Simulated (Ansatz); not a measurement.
## SnTe with two functionals

Base system: SnTe in the rock salt structure (space group Fm-3m, No. 225; a = 6.409 Å).

(Cell as relaxed with PBE.)

Levels (all Ansatz, a program for electronic structure, PAW, earlier PAW set): PBE (420 eV, no spin-orbit coupling); r2SCAN (500 eV, no spin-orbit coupling).

Each level relaxes its own structure.

| quantity | PBE | r2SCAN |
|---|---|---|
| volume per atom | 32.91 Å³ | 32.33 Å³ |
| lattice parameter a | 6.409 Å | 6.371 Å |
| band gap | 0.05 eV | 0.13 eV |
| gap character | direct at L | direct at L |

PBE's volume per atom lies 0.58 Å³ above r2SCAN's (1.8 %); PBE's lattice parameter a lies 0.038 Å above r2SCAN's (0.6 %); PBE's band gap lies 0.08 eV below r2SCAN's; the two agree on the gap character. Neither level is exact; r2SCAN is the comparison here, not a measurement.

Spin-orbit coupling, missing from the scalar runs, can matter with Te. Stability against distortions was not tested. The zero or small gap of SnTe can change with the level of theory.
